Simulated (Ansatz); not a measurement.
Input and output of a self-consistent single point for NaSbF6 (P1, 8 atoms in the cell) (Ansatz, a program for electronic structure).

Method: PBEsol, default PAW files made with PBE (plane waves; Ansatz).

```
NaSbF6
1.0
    0.00000     4.13460     4.13460
    4.13460     0.00000     4.13460
    4.13460     4.13460     0.00000
Na Sb F
1 1 6
Cartesian
  4.16116   4.14189   4.15748
 -0.00850  -0.01779   0.02015
  4.11542   4.12850   6.37164
  4.10754   4.14562   1.86613
  6.39597   4.15923   4.14616
  1.90530   4.11979   4.11326
  4.12057   6.37879   4.14336
  4.14477   1.88620   4.12406
```

Reference input (self-consistent single point, DFT, HSE06, plane waves, default PAW files made with PBE): basis.ecutwfc = 420 eV; kpoints.mp_grid.grid = 3 3 3; hamiltonian.xc = hse06; hamiltonian.pseudopotentials = {kind: paw} (the program's default PAW files); scf.occupations.method = fixed. This run's input differs from it in these lines:

Ansatz 0.2 input:
```diff
@@ -20,3 +20,3 @@
 hamiltonian:
-  xc: hse06
+  xc: pbesol
   pseudopotentials: { kind: paw }
```

The program printed (abridged):

```
SCF iter   1: F=—  HF=-12689.860406 eV  |F-HF|=—  |Δ(HF+E_count)|=         —  Δρ=1.05e-2  dr2=9.68e-2  ethr=1.77e-3  ⟨swp⟩=4.0  Hψ=2380  notcnv=0  defer=84
all-band conjugate gradients solve this SCF's bands
preconditioner: auto → Resta (q_TF=auto, 2.403 Å⁻¹)
SCF iter   2: F=—  HF=-12689.831468 eV  |F-HF|=—  |Δ(HF+E_count)|=   2.89e-2  Δρ=1.98e-3  dr2=2.39e-3  ethr=1.47e-4  ⟨swp⟩=2.1  Hψ=996  notcnv=0  defer=84
   [... lines left out ...]
SCF iter   4: F=—  HF=-12689.830818 eV  |F-HF|=—  |Δ(HF+E_count)|=   3.55e-5  Δρ=1.29e-4  dr2=1.71e-5  ethr=3.83e-7  ⟨swp⟩=2.0  Hψ=1019  notcnv=0  defer=84
SCF iter   5: F=—  HF=-12689.830672 eV  |F-HF|=—  |Δ(HF+E_count)|=   1.46e-4  Δρ=6.82e-5  dr2=4.19e-6  ethr=2.59e-8  ⟨swp⟩=2.2  Hψ=918  notcnv=0  defer=62
SCF iter   6: F=—  HF=-12689.830672 eV  |F-HF|=—  |Δ(HF+E_count)|=   7.48e-8  Δρ=1.58e-5  dr2=2.82e-7  ethr=6.35e-9  ⟨swp⟩=2.0  Hψ=818  notcnv=0  defer=62
SCF iter   7: F=-12689.830672 eV  HF=-12689.830672 eV  |F-HF|=2.12e-8  |Δ(HF+E_count)|=   2.61e-7  Δρ=4.41e-6  dr2=3.22e-8  ethr=1.52e-10  ⟨swp⟩=12.8  Hψ=2968  notcnv=0
SCF 1 converged in 7 iterations: F = -12689.830672 eV  dr2 = 3.22e-8
Free energy (F): -12689.830672 eV
Internal energy: -12689.830672 eV  (E = F + TS)
E sigma→0 (E₀):  -12689.830672 eV
Fermi energy:    -1.784952 eV
--- Forces (eV/Å), atoms counted from 1 ---
  atom   1  Na    -0.06356160    -0.07156302    -0.05487651
  atom   2  Sb     1.05667544     0.81758476    -1.67747060
  atom   3  F      0.00884579    -0.04869454     0.34359192
  atom   4  F      0.09544886    -0.02431274     1.33347341
  atom   5  F     -0.84442994    -0.04712691    -0.03430512
  atom   6  F     -0.29410735    -0.03220497     0.06805332
  atom   7  F     -0.00088106    -0.57670552     0.00816389
  atom   8  F      0.04206297    -0.01696681     0.01336074
--- Stress (GPa, compression-positive) ---
        2.212793       0.028677       0.172780
        0.028677       2.240317       0.062270
        0.172780       0.062270       3.097471
  P = ⅓ Tr σ = 2.5169 GPa (25.169 kbar)
  The stress holds the Pulay correction. Without it, at fixed plane waves, as pw.x and ABINIT print it: P = 1.9535 GPa
```

The run converged in 7 iterations. Against the reference run the pressure goes from 0.89 to 2.52 GPa, the largest force goes from 2.156 to 2.145 eV/Å and the gap on the mesh goes from 7.730 to 5.324 eV.

The starting cell comes from a database of computed structures (which also holds hypothetical and non-ambient phases and stackings), without a prior relaxation at this level. Its atoms were displaced at random from the sites of space group no. 225. Spin-orbit coupling is off. Forces in this geometry exceed 1 eV/Å. Ansatz's pressure includes its estimate of the finite-basis (Pulay) stress. Without the estimate this run gives 1.95 GPa.
